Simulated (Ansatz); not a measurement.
The parent structure is BN in the zinc blende structure (space group F-43m, No. 216; a = 3.606 Å). Axes: x, y, z lie along the cube axes.

It is then changed as follows: compressive biaxial strain of 0.23 % in the plane normal to [001], as in epitaxy on a mismatched substrate; the out-of-plane cell vector and the atoms relax.

Levels (all Ansatz, a quantum-chemistry and plane-wave program, PAW): PBEsol (420 eV, no SOC); r2SCAN (500 eV, scalar-relativistic without spin-orbit coupling); HSE06 (420 eV, without spin-orbit coupling).

One geometry, relaxed with PBEsol, under each level:

```json
[
 {"level": "PBEsol", "band gap": "4.27 eV", "lowest conduction level above the VBM at special points": "X 4.27 eV; M 4.33 eV; S₀ 6.84 eV; S 6.84 eV", "electron mass": "0.88 mₑ along k, 0.29 mₑ across (at X)", "pressure": "13.7 kbar"},
 {"level": "r2SCAN", "band gap": "4.98 eV", "lowest conduction level above the VBM at special points": "X 4.98 eV; M 5.04 eV; S₀ 7.61 eV; S 7.61 eV", "electron mass": "0.87 mₑ along k, 0.29 mₑ across (at X)", "pressure": "27.5 kbar"},
 {"level": "HSE06", "band gap": "?", "lowest conduction level above the VBM at special points": "?", "electron mass": "–", "pressure": "–"}
]
```

Task: Give the withheld HSE06 results.

Result: 
- HSE06, band gap: 5.77 eV
- HSE06, lowest conduction level above the VBM at special points: X 5.77 eV; M 5.83 eV; S₀ 8.47 eV; Γ 10.61 eV

Single points use the geometry relaxed with PBEsol. Their cutoffs differ, which shifts pressures a little. HSE06 was sampled on its mesh, a few special points and the semilocal edge points, so its gap is an upper bound. Masses are band curvatures over ±0.01 Å⁻¹ around the edge. Along k means along the line from Γ to the band edge. Stability against distortions was not tested. Labels are those of the standard path for the cell's own space group.
